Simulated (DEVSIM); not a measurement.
System: Schottky contact on n-type β-Ga2O3, at 300 K.

```csv
layer (left to right),material,thickness (μm),Nd (cm⁻³),τn (s),τp (s)
1,β-Ga2O3,7.90,2.2e17,7.4e-9,7.4e-9
```

Left contact: Schottky, work function 5.47 eV, emission velocity 1.2e7 cm/s. Right contact: ohmic. Voltage is applied to the left contact. Recombination: SRH at mid-gap, radiative. Mobility is constant in doping.

The device is made up for the run: typed textbook-type constants, with dimensions and the other settings drawn at random. Values at 300 K.

```tsv
parameter	β-Ga2O3
gap (eV)	4.8
affinity (eV)	4
permittivity	10
Nc (cm⁻³)	3.7e18
Nv (cm⁻³)	5e20
μn (cm²/Vs)	160
μp (cm²/Vs)	1
B (cm³/s)	1e-12
```

Simulated with DEVSIM: 1D drift-diffusion, Boltzmann statistics, complete ionisation; no tunnelling, impact ionisation, image-force lowering or self-heating. Metal contacts follow the ideal Schottky-Mott rule: no Fermi-level pinning, no interface dipoles.

Question: Tabulate band edges, carrier densities and field at -10.0 V on the left contact.

Answer: Energies count from the Fermi level of the right contact; mesh points crowd at the junctions.

| x (μm) | Ec (eV) | Ev (eV) | n (cm⁻³) | p (cm⁻³) | field (V/cm) |
|---|---|---|---|---|---|
| 0.000 | 11.470 | 6.670 | < 1e2 | < 1e2 | -950000 |
| 0.01358 | 10.214 | 5.414 | < 1e2 | < 1e2 | -900000 |
| 0.03481 | 8.399 | 3.599 | < 1e2 | < 1e2 | -810000 |
| 0.06797 | 5.921 | 1.121 | < 1e2 | < 1e2 | -680000 |
| 0.1384 | 2.112 | -2.688 | < 1e2 | < 1e2 | -400000 |
| 0.2299 | 0.113 | -4.687 | 4.7e16 | < 1e2 | -42000 |
| 0.3727 | 0.073 | -4.727 | 2.2e17 | < 1e2 | ≈ 0 |
| 0.7052 | 0.073 | -4.727 | 2.2e17 | < 1e2 | ≈ 0 |
| 1.115 | 0.073 | -4.727 | 2.2e17 | < 1e2 | ≈ 0 |
| 1.756 | 0.073 | -4.727 | 2.2e17 | < 1e2 | ≈ 0 |
| 2.758 | 0.073 | -4.727 | 2.2e17 | < 1e2 | ≈ 0 |
| 4.680 | 0.073 | -4.727 | 2.2e17 | < 1e2 | ≈ 0 |
| 5.848 | 0.073 | -4.727 | 2.2e17 | < 1e2 | ≈ 0 |
| 6.595 | 0.073 | -4.727 | 2.2e17 | < 1e2 | ≈ 0 |
| 7.201 | 0.073 | -4.727 | 2.2e17 | < 1e2 | ≈ 0 |
| 7.461 | 0.073 | -4.727 | 2.2e17 | < 1e2 | ≈ 0 |
| 7.628 | 0.073 | -4.727 | 2.2e17 | < 1e2 | ≈ 0 |
| 7.735 | 0.073 | -4.727 | 2.2e17 | < 1e2 | ≈ 0 |
| 7.817 | 0.073 | -4.727 | 2.2e17 | < 1e2 | ≈ 0 |
| 7.855 | 0.073 | -4.727 | 2.2e17 | < 1e2 | ≈ 0 |
| 7.880 | 0.073 | -4.727 | 2.2e17 | < 1e2 | ≈ 0 |
| 7.900 | 0.073 | -4.727 | 2.2e17 | < 1e2 | ≈ 0 |
